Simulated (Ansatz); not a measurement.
**Pressure series in Ru5Si3**

Take Ru5Si3 (space group Pbam, No. 55; a cell from a computed database, its experimental status unchecked) as the base.

```cif
data_Ru10Si6
_chemical_formula_sum 'Si6 Ru10'
_space_group_name_H-M_alt 'P 1'
_space_group_IT_number 1
_cell_length_a 5.20511
_cell_length_b 9.76987
_cell_length_c 4.01232
_cell_angle_alpha 90.000
_cell_angle_beta 90.000
_cell_angle_gamma 90.000
loop_
_space_group_symop_operation_xyz
  'x, y, z'
loop_
_atom_site_label
_atom_site_type_symbol
_atom_site_fract_x
_atom_site_fract_y
_atom_site_fract_z
_atom_site_occupancy
Si1 Si 0.00000 0.00000 0.00000 1
Si2 Si 0.50000 0.50000 0.00000 1
Si3 Si 0.36661 0.86391 0.50000 1
Si4 Si 0.63339 0.13609 0.50000 1
Si5 Si 0.86661 0.63609 0.50000 1
Si6 Si 0.13339 0.36391 0.50000 1
Ru1 Ru 0.00000 0.50000 0.00000 1
Ru2 Ru 0.50000 0.00000 0.00000 1
Ru3 Ru 0.15653 0.77258 0.00000 1
Ru4 Ru 0.84347 0.22742 0.00000 1
Ru5 Ru 0.65653 0.72742 0.00000 1
Ru6 Ru 0.34347 0.27258 0.00000 1
Ru7 Ru 0.33407 0.60955 0.50000 1
Ru8 Ru 0.66593 0.39045 0.50000 1
Ru9 Ru 0.83407 0.89045 0.50000 1
Ru10 Ru 0.16593 0.10955 0.50000 1
```

Cell and atoms are relaxed at each pressure.

All numbers come from PBEsol (Ansatz, a program for electronic structure), no SOC.

Notes on the quantities. enthalpy: H = E + PV relative to the base's energy.

| change | enthalpy | shortest interatomic distance | density |
|---|---|---|---|
| base | – | 2.367 Å | 9.60 g/cm³ |
| pressure −2 GPa | -0.16 eV/atom | 2.371 Å | 9.53 g/cm³ |
| pressure −1 GPa | -0.08 eV/atom | 2.369 Å | 9.56 g/cm³ |
| pressure 0.3 GPa | +0.02 eV/atom | 2.366 Å | 9.61 g/cm³ |
| pressure 0.7 GPa | +0.06 eV/atom | 2.365 Å | 9.62 g/cm³ |
| pressure 1.5 GPa | +0.12 eV/atom | 2.363 Å | 9.65 g/cm³ |
| pressure 3 GPa | +0.24 eV/atom | 2.360 Å | 9.70 g/cm³ |
| pressure 5 GPa | +0.39 eV/atom | 2.355 Å | 9.77 g/cm³ |
| pressure 7.5 GPa | +0.59 eV/atom | 2.350 Å | 9.85 g/cm³ |
| pressure 10 GPa | +0.78 eV/atom | 2.345 Å | 9.92 g/cm³ |

Load acts through the strain it causes; cell and atoms are relaxed under it. Whether these cells are dynamically stable was not tested. Competing high-pressure phases were not computed. The final runs are not spin-polarised.
